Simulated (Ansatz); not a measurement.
# InP, response to strain

Base system: InP in the zinc blende structure (space group F-43m, No. 216).

```yaml
crystal:
  lattice:
    - [0.00000, 2.93922, 2.93922]
    - [2.93922, 0.00000, 2.93922]
    - [2.93922, 2.93922, 0.00000]
  atoms:
    - { symbol: In, position: [0.00000, 0.00000, 0.00000] }
    - { symbol: P, position: [0.25000, 0.25000, 0.25000] }
```

Cartesian axes are those of the cell as printed.

Strains are applied to the cell and any free atomic positions relax.

Calculations: Kohn–Sham DFT with the PBEsol functional, run in Ansatz (a program for electronic structure) with PAW and 420 eV plane waves, no SOC.

Notes on the quantities. energy relative to the base: free energy F; pressure: mean of the normal stresses, compression positive.

```csv
case,band gap,energy relative to the base,pressure,volume per atom
base,0.57 eV,0 meV/atom,0.00 GPa,25.39 Å³
tensor shear ε_xy = +0.57 %,…,+0.4 meV/atom,0.00 GPa,25.39 Å³
tensor shear ε_xy = +2.00 %,0.41 eV,+5.5 meV/atom,0.01 GPa,25.38 Å³
tensor shear ε_xy = +1.43 %,…,…,0.00 GPa,25.39 Å³
tensor shear ε_xy = +0.86 %,0.51 eV,+1.0 meV/atom,0.00 GPa,25.39 Å³
tensor shear ε_xy = +1.71 %,0.44 eV,+4.0 meV/atom,0.01 GPa,25.38 Å³
tensor shear ε_xy = +1.14 %,…,+1.8 meV/atom,0.00 GPa,25.39 Å³
```

Question: Some entries are withheld; estimate them.

Answer: 
- tensor shear ε_xy = +0.57 %, band gap: 0.53 eV
- tensor shear ε_xy = +1.43 %, band gap: 0.46 eV
- tensor shear ε_xy = +1.43 %, energy relative to the base: +2.8 meV/atom
- tensor shear ε_xy = +1.14 %, band gap: 0.48 eV

Whether these cells are dynamically stable was not tested.
